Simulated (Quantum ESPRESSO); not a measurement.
Input and output of a self-consistent single point for LiHg3 (I4/mmm, 4 atoms in the cell) (Quantum ESPRESSO).

Level of theory: LDA (PZ), GBRV 1.5 ultrasoft (LDA) pseudopotentials (plane waves; Quantum ESPRESSO).

```
LiHg3
1.0
   -2.28462     2.28462     4.22168
    2.28462    -2.28462     4.22168
    2.28462     2.28462    -4.22168
Li Hg
1 3
Direct
  0.00000   0.00000   0.00000
  0.75000   0.25000   0.50000
  0.25000   0.75000   0.50000
  0.50000   0.50000   0.00000
```

Reference input (self-consistent single point, DFT, LDA (PZ), plane waves, GBRV 1.5 ultrasoft (LDA) pseudopotentials): ecutwfc = 40 Ry; ecutrho = 200 Ry; occupations = smearing; smearing = mp; degauss = 0.019992 Ry; potentials = {Li: li_lda_v1.4.uspp.F.UPF, Hg: hg_lda_v1.uspp.F.UPF}; K_POINTS = automatic 10 10 10 1 1 1; conv_thr = 1e-11 Ry. This run's input differs from it in these lines:

```diff
@@ -35,3 +35,3 @@
 K_POINTS {automatic}
-10 10 10  1 1 1
+6 6 6  1 1 1
```

The program printed (abridged):

```
     Self-consistent Calculation

     iteration #  1     ecut=    40.00 Ry     beta= 0.70

     Threshold (ethr) on eigenvalues was too large:
     Diagonalizing with lowered threshold

     total energy              =    -336.75183380 Ry
     estimated scf accuracy    <       0.33115306 Ry

     iteration #  2     ecut=    40.00 Ry     beta= 0.70

     total energy              =    -336.85135774 Ry
     estimated scf accuracy    <       0.27666835 Ry

     iteration #  3     ecut=    40.00 Ry     beta= 0.70

     total energy              =    -336.90465645 Ry
     estimated scf accuracy    <       0.00072322 Ry

   [... 6 blocks of this kind left out ...]

     iteration # 10     ecut=    40.00 Ry     beta= 0.70

     total energy              =    -336.90559094 Ry
     estimated scf accuracy    <          5.3E-11 Ry

     iteration # 11     ecut=    40.00 Ry     beta= 0.70
     End of self-consistent calculation

     the Fermi energy is     9.2844 ev

!    total energy              =    -336.90559094 Ry
     estimated scf accuracy    <          2.0E-13 Ry
     smearing contrib. (-TS)   =      -0.00019952 Ry
     internal energy E=F+TS    =    -336.90539142 Ry

     convergence has been achieved in  11 iterations

     Forces acting on atoms (cartesian axes, Ry/au):

     atom    1 type  1   force =     0.00000000    0.00000000    0.00000000
   [... zero for the other atoms too ...]

     Total force =     0.000000     Total SCF correction =     0.000000

          total   stress  (Ry/bohr**3)                   (kbar)     P=      -46.02
  -0.00030600  -0.00000000  -0.00000000          -45.01       -0.00       -0.00
  -0.00000000  -0.00030600  -0.00000000           -0.00      -45.01       -0.00
  -0.00000000  -0.00000000  -0.00032661           -0.00       -0.00      -48.05

   JOB DONE.
```

The run converged in 11 iterations. Against the reference run the free energy goes up by 4.1 meV/atom and the pressure goes from -4.49 to -4.60 GPa.

The starting cell comes from a database of computed structures (which also holds hypothetical and non-ambient phases and stackings), without a prior relaxation at this level. With a pressure of about -5 GPa the cell is away from its equilibrium volume at this level.

Cost on one core of a shared machine: roughly 70 s.
